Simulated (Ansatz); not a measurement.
Native point defects in rock-salt TiC, C-rich limit (Δμ(C) = 0.00 eV, Δμ(Ti) = -1.66 eV), neutral cells.

These are PBE, PAW (plane waves to 420 eV; Ansatz, a program for electronic structure) values and carry that method's errors. Details: 64-site cell; 4×4×4 shifted k-points; no Hubbard U; not converged in cell size; the relaxation kept the symmetry of the starting site.

```json
[
 {"defect": "Ti on the C site", "charge": "0", "E_f (eV)": "9.36"},
 {"defect": "C on the Ti site", "charge": "0", "E_f (eV)": "10.77"},
 {"defect": "Ti vacancy", "charge": "0", "E_f (eV)": "6.90"},
 {"defect": "C interstitial", "charge": "0", "E_f (eV)": "3.85"}
]
```

In order: C interstitial: 3.85 eV; Ti vacancy: 6.90 eV; Ti on the C site: 9.36 eV; C on the Ti site: 10.77 eV. Not listed: C vacancy, Ti interstitial. The cheapest of those listed is C interstitial.
